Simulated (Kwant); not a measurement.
Model system: quantum point contact (saddle potential) in a GaAs two-dimensional gas. Effective mass 0.067 mₑ, grid spacing 5 nm, hard walls, nominal width 120 nm (23 grid rows, so walls 120 nm apart), one parabolic valley, scattering region 300 nm long along x; energies count from the band bottom; Fermi energy 0.00316 eV. Potential (V0 + ½k y²) cos²(πx/L) for |x| < L/2, with V0 swept from 0.003318 to 0 eV, k = 4.7e-06 eV/nm², L = 230 nm.

Constants are typed, rounded textbook-type inputs, not results; the design itself was drawn at random and stands for no fabricated device.

Kwant, effective-mass tight-binding model on a square grid, one spin, coherent transport at 0 K. Conductance is in e²/h.

Problem. Compare with the saddle-point formula G = Σ 1/(1 + exp(−2π(E − V0 − ħωy(n + ½))/ħωx)), taking ħωy = ħ√(k/m) and ħωx from the curvature along x of V0 plus half of the mode's confinement energy.

Solution. ħωy = 2.31 meV; at V0 = 2.69 meV the lowest mode has ħωx = 1.18 meV.

```
V0 (meV)  formula  simulation
--------  -------  ----------
3.13       0.0036      0.0032
2.69        0.025       0.024
2.26         0.19        0.19
1.83         0.75        0.75
1.39         0.99        0.98
0.962        1.00        1.00
```

The formula takes a parabolic saddle in the continuum; the run has the full potential on a grid.
